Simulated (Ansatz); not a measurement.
H2O on the 1x1 (111) surface of fcc Al, one in a 2x2 cell, started at the site 'hollow Al-Al-Al over Al at depth 4.6 Å'

Calculation: r2SCAN, at the PBE geometry (plane waves to 500 eV, PAW; Ansatz, a program for electronic structure).

Model: 19-atom slab, 7.0 Å thick at the start under the adsorbate (thin: gaps and levels are the slab's own), 6x6x1 mesh, Fermi-Dirac 0.1 eV, dipole correction, single point; no symmetry held, on the structure that PBE left; no spin, no spin-orbit, no U, no dispersion correction. At the end it is bonded to Al. In PBE it is, or lies within 0.03 eV of, the lowest of the starts that converged; the order may differ at this level.

```json
{
  "adsorption energy against H2O(g) at the same level": "-0.28 eV",
  "work_function_of_the_top_face": "2.91 eV",
  "change_of_the_work_function": "-1.17 eV",
  "change_of_the_step_from_the_bottom_to_the_top_vacuum_level_against_the_clean_slab": "-1.19 eV",
  "height of the binding atom over the mean of the host atoms within 0.3 Å of the top one": "2.322 Å",
  "nearest_host_atoms_of_the_binding_atom": "Al at 2.20 Å, Al at 3.61 Å, Al at 3.65 Å",
  "note": "in the relaxation the adsorbate left its starting site by 1.5 Å",
  "cost": "about 60 core-seconds (a rough figure)"
}
```

A negative adsorption energy means that the adsorbate is more stable on the surface than in its reference.
